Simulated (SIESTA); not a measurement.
SIESTA run on HfIN (R-3m, 6 atoms in the cell): self-consistent single point.

Method: SIESTA with GGA PBEsol, numerical atomic orbitals TZP, PseudoDojo PBEsol standard norm-conserving potentials (rewritten from UPF to PSML).

The change in words: lattice scaled by 0.98. Reference geometry:
```xyz
6
Lattice="1.8464 1.0660 10.7787 -1.8464 1.0660 10.7787 0.0000 -2.1320 10.7787" Properties=species:S:1:pos:R:3 pbc="T T T"
Hf     0.0000     0.0000    25.6880
Hf     0.0000     0.0000     6.6479
I      0.0000     0.0000    12.7095
I      0.0000     0.0000    19.6264
N      0.0000     0.0000     4.5252
N      0.0000     0.0000    27.8108
```

Reference input (self-consistent single point, DFT, GGA PBEsol, numerical atomic orbitals TZP, PseudoDojo PBEsol standard norm-conserving potentials (rewritten from UPF to PSML)): XC.functional = GGA; XC.authors = PBEsol; potentials = PseudoDojo PBEsol standard; PAO.BasisSize = TZP; PAO.EnergyShift = 0.01 Ry; MeshCutoff = 350 Ry; kgrid.MonkhorstPack = 5 5 5; OccupationFunction = FD; ElectronicTemperature = 0.02 eV; MaxSCFIterations = 150; SCF.Mixer.Method = Pulay; SCF.Mixer.Weight = 0.1. This run's input differs from it in these lines:

```diff
@@ -13,5 +13,5 @@
 %block LatticeVectors
-     1.846380000    1.066008000   10.778650000
-    -1.846380000    1.066008000   10.778650000
-     0.000000000   -2.132016000   10.778650000
+     1.809452000    1.044688000   10.563077000
+    -1.809452000    1.044688000   10.563077000
+     0.000000000   -2.089376000   10.563077000
 %endblock LatticeVectors
@@ -19,8 +19,8 @@
 %block AtomicCoordinatesAndAtomicSpecies
-     0.000000000   -0.000000000   25.688002039  1
-    -0.000000000   -0.000000000    6.647947961  1
-    -0.000000000   -0.000000000   12.709548140  2
-    -0.000000000    0.000000000   19.626401860  2
-    -0.000000000    0.000000000    4.525189851  3
-     0.000000000   -0.000000000   27.810760149  3
+    -0.000000000    0.000000000   25.174241999  1
+     0.000000000   -0.000000000    6.514989001  1
+    -0.000000000   -0.000000000   12.455357177  2
+    -0.000000000    0.000000000   19.233873823  2
+    -0.000000000    0.000000000    4.434686054  3
+     0.000000000    0.000000000   27.254544946  3
 %endblock AtomicCoordinatesAndAtomicSpecies
```

Log, with long lists cut:

```
        iscf     Eharris(eV)        E_KS(eV)     FreeEng(eV)     dDmax    Ef(eV) dHmax(eV)
   scf:    1    -4301.706849    -4328.594560    -4328.594560  1.645620 -3.119498 11.673168
   scf:    2    -4339.856406    -4334.602581    -4334.602581  0.072375 -3.250352  7.734909
   scf:    3    -4341.959787    -4340.342160    -4340.342160  0.171577 -3.322883  1.824292
   scf:    4    -4339.004579    -4339.918080    -4339.918080  0.057926 -3.355672  3.059154
   scf:    5    -4339.760460    -4339.840249    -4339.840249  0.003610 -3.355051  3.279079
   [... 6 lines left out ...]
   scf:   12    -4340.470991    -4340.470965    -4340.470965  0.000572 -3.419042  0.003105
   scf:   13    -4340.470963    -4340.470964    -4340.470964  0.000119 -3.418600  0.003246
   scf:   14    -4340.470966    -4340.470965    -4340.470965  0.000102 -3.419432  0.000031
   scf:   15    -4340.470965    -4340.470965    -4340.470965  0.000005 -3.419429  0.000019
SCF Convergence by DM+H criterion
max |DM_out - DM_in|         :     0.0000049520
max |H_out - H_in|      (eV) :     0.0000189021
SCF cycle converged after 15 iterations

Using DM_out to compute the final energy and forces

siesta: E_KS(eV) =            -4340.4710

siesta: E_KS - E_eggbox =     -4340.4710

siesta: Atomic forces (eV/Ang):
     1    0.000000    0.000002   -0.759710
     2   -0.000000   -0.000002    0.759710
     3    0.000000    0.000000   -0.425556
     4    0.000000   -0.000000    0.425556
     5   -0.000000   -0.000004   -0.453049
     6   -0.000000    0.000004    0.453049
   Tot    0.000000    0.000000    0.000000
   Max    0.759710
   Res    0.327195    sqrt( Sum f_i^2 / 3N )
   Max    0.759710    constrained

   [... lines left out ...]
siesta: FreeEng =     -4340.470965
siesta: Cell volume =        119.805117 Ang**3
siesta:          50.93118628         55.17701921  kBar
   [... lines left out ...]
             -0.322   0.844   0.719   0.844   0.012   0.012   0.012   0.012

              0.012

mulliken: Qtot =       48.000

Mulliken Atomic Populations:
Atom #   charge [q] valence [e]  Species
     1     0.341180   11.658820  Hf
     2     0.341180   11.658820  Hf
     3     0.133489    6.866511  I
     4     0.133489    6.866511  I
     5    -0.474669    5.474669  N
     6    -0.474669    5.474669  N
 Total     0.000000
```

The run converged in 15 iterations. Against the reference run the free energy rises by 7.5 meV/atom, the pressure goes from -2.70 to 5.09 GPa, the largest force goes from 0.143 to 0.760 eV/Å and the gap on the mesh goes from 1.001 to 0.876 eV.

The starting cell comes from a database of computed structures (which also holds hypothetical and non-ambient phases and stackings), without a prior relaxation at this level. For this run, on top of that: lattice scaled by 0.98. Spin-orbit coupling is off. Values carry the incompleteness of an atom-centred basis. With a pressure of about 5 GPa the cell is away from its equilibrium volume at this level.

Cost on one core of a shared machine: roughly 4 min.
